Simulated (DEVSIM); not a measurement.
double heterostructure, In0.53Ga0.47As between p- and n-type In0.52Al0.48As

System: double heterostructure, In0.53Ga0.47As between p- and n-type In0.52Al0.48As, at 300 K.

```
layer (left to right)        material  thickness (μm)  Nd (cm⁻³)  Na (cm⁻³)  τn (s)  τp (s)
---------------------  --------------  --------------  ---------  ---------  ------  ------
1                      In0.52Al0.48As           0.400          -     6.2e17  2.8e-8  2.8e-8
2                      In0.53Ga0.47As           0.300     1.1e13          -  2.8e-8  2.8e-8
3                      In0.52Al0.48As           0.800     1.8e17          -  2.8e-8  2.8e-8
```

Left contact: ohmic. Right contact: ohmic. Voltage is applied to the left contact. Recombination: SRH at mid-gap, radiative, Auger. Mobility is constant in doping.

Constants are typed, rounded textbook-type inputs, not results; the design itself was drawn at random and stands for no fabricated device. Values at 300 K.

| parameter | In0.52Al0.48As | In0.53Ga0.47As |
|---|---|---|
| gap (eV) | 1.45 | 0.74 |
| affinity (eV) | 4 | 4.51 |
| permittivity | 12.5 | 13.9 |
| Nc (cm⁻³) | 5.1e17 | 2.1e17 |
| Nv (cm⁻³) | 1.1e19 | 7.7e18 |
| μn (cm²/Vs) | 4000 | 12000 |
| μp (cm²/Vs) | 75 | 300 |
| B (cm³/s) | 1e-10 | 9.6e-11 |
| Cn (cm⁶/s) | 1e-30 | 5e-29 |
| Cp (cm⁶/s) | 1e-30 | 5e-29 |

Simulated with DEVSIM: 1D drift-diffusion, Boltzmann statistics, complete ionisation; no tunnelling, impact ionisation, image-force lowering or self-heating. Band offsets follow the typed affinities; no thermionic-emission limit at abrupt steps, no polarisation charge.

The potential step across the device at zero bias is 1.349 V, the dark forward voltage at 1 A/cm² is 0.519 V and the dark forward voltage at 100 A/cm² is 0.788 V.

Dark forward current:

(V (V), J (A/cm²)): (0.05, 1.7e-5); (0.10, 6.4e-5); (0.15, 0.00020); (0.20, 0.00063); (0.25, 0.0020); (0.30, 0.0064); (0.35, 0.022); (0.40, 0.075); (0.45, 0.25); (0.50, 0.70); (0.55, 1.8); (0.60, 4.1); (0.65, 9.1); (0.70, 21); (0.75, 50); (0.80, 120); (0.85, 320); (0.90, 810); (0.95, 1900); (1.00, 3800)
